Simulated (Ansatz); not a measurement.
Base system: ZnO in the wurtzite structure (space group P6_3mc, No. 186; a = 3.2298 Å, c = 5.2148 Å). Axes: x lies along a and z along c of the hexagonal cell.

The values are results of Ansatz (a first-principles code), PBEsol, PAW, cutoff 420 eV, spin-orbit coupling left out, not measurements.

Base values:

```
Item                                          Value
-----------------------------  --------------------
Band gap                                    0.70 eV
Shortest interatomic distance              196.9 pm
Valence-band top at Γ          0.00, 0.00, -0.10 eV
```

Now apply this change: a free-standing slab of 3 layers (12 atoms, 4 a layer) is cut normal to the y axis, with 15 Å of vacuum and the in-plane cell held at bulk.

**Question.** What does the calculation give for the band gap after the change?

**Answer.** The band gap increases by 0.30 eV, from 0.70 eV to 1.00 eV.

**Question.** What does the calculation give for the excess energy per area of both faces after the change?

**Answer.** The excess energy per area of both faces (slab less bulk energy over the cell's area: twice a surface energy) amounts to 1.97 J/m².

**Question.** What happens to the shortest interatomic distance?

**Answer.** The shortest interatomic distance shrinks by 12.7 pm, from 196.9 pm to 184.2 pm.

**Question.** What happens to the gap character?

**Answer.** The gap character comes out as direct at Γ.

**Question.** Estimate the effect on the valence-band top at Γ.

**Answer.** The valence-band top at Γ (three highest levels, from the VBM) becomes 0.00, -0.12, -0.34 eV (base: 0.00, 0.00, -0.10 eV).

The excess energy carries the mismatch between the slab's and the bulk's meshes. Whether these cells are dynamically stable was not tested. Labels are those of the standard path for the cell's own space group.
